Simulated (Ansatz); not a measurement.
The reference is ZrS2 in the CdI2 type structure (space group P-3m1, No. 164; a = 3.674 Å, c = 5.860 Å; layered, stacked along the Cartesian z axis). Axes: x lies along a and z along c of the hexagonal cell.

Computed with r2SCAN+rVV10 in Ansatz (plane waves to 500 eV, PAW, spin-orbit coupling left out).

Base values:

| Property | Result |
|---|---|
| Band gap | 1.17 eV |
| Gap character | indirect, K–Γ (87 % along) → L |

One thing is altered: uniaxial stress, 3 GPa compression along z, with the cell and atoms free to relax against it.

What does the calculation give for the hole mass after the change?

The hole mass is 0.22 mₑ along z, 2.2 mₑ across (at Γ).

Predict the new band gap.

The band gap drops by 0.25 eV, from 1.17 eV to 0.92 eV.

Estimate the effect on the gap character.

The gap character changes from indirect, K–Γ (87 % along) → L to indirect, Γ → L.

Load acts through the strain it causes; cell and atoms are relaxed under it. Masses are band curvatures over ±0.01 Å⁻¹ around the edge. Stability under load was not tested beyond the relaxation.

Ansatz is an electronic-structure program.
